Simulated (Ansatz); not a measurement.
The starting structures come from a database of crystals and need not be the phases stable at ambient conditions.

Given:

```yaml
crystal:
  lattice:
    - [7.43462, 0.00000, 0.00000]
    - [0.00000, 9.41910, 0.00000]
    - [0.00000, 1.55064, 5.17753]
  atoms:
    - { symbol: K, position: [0.25000, 0.36430, 0.55366] }
    - { symbol: K, position: [0.75000, 0.63570, 0.91796] }
    - { symbol: V, position: [0.25000, 0.78140, 0.08707] }
    - { symbol: V, position: [0.75000, 0.21860, 0.86847] }
    - { symbol: Cu, position: [0.50000, 0.00000, 0.99448] }
    - { symbol: Cu, position: [0.00000, 0.00000, 0.99448] }
    - { symbol: Cu, position: [0.25000, 0.78464, 0.58500] }
    - { symbol: Cu, position: [0.75000, 0.21536, 0.36964] }
    - { symbol: S, position: [0.50834, 0.21804, 0.10312] }
    - { symbol: S, position: [0.49166, 0.78196, 0.32116] }
    - { symbol: S, position: [0.99166, 0.21804, 0.10312] }
    - { symbol: S, position: [0.00834, 0.78196, 0.32116] }
    - { symbol: S, position: [0.25000, 0.58678, 0.94955] }
    - { symbol: S, position: [0.75000, 0.41322, 0.53633] }
    - { symbol: S, position: [0.25000, 0.98512, 0.75054] }
    - { symbol: S, position: [0.75000, 0.01488, 0.73566] }
```

Space group of this cell: Ama2. The cell is taken as given; by PBEsol its mean pressure is -2.7 GPa.

Transport runs along the normal of the first two printed cell vectors.

The gap is the functional's own. No spin-orbit coupling. Mid-gap values are interpolated on the energy grid.

Problem. Give the band gap and the smallest decay constant κ at mid-gap that PBEsol in Ansatz (a program for electronic structure) yields.

Solution. Gap 1.05 eV on a 4×6×6 mesh; κ = 0.281 1/Å, at the zone centre.
